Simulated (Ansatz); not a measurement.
TaC in the rock salt structure, quasi-harmonic lattice dynamics with DFT at the PBE level (Ansatz, an electronic-structure program). Spin-orbit coupling is not included.

```csv
T (K),α_L (10⁻⁶/K),C_P (J/mol/K),bulk modulus B_T (GPa),γ
100,[?],19.5,317,2.47
350,7.0,41.3,307,2.15
400,7.3,43.4,304,2.14
450,7.6,45.1,302,2.13
650,8.5,49.2,291,2.13
750,8.8,50.6,285,2.14
800,9.0,51.2,282,2.15
850,[?],51.7,279,2.15
```

Some entries are withheld; supply them.


- 100, α_L (10⁻⁶/K): 3.7
- 850, α_L (10⁻⁶/K): 9.2

No phase change or melting is allowed for: the numbers belong to this structure as given.
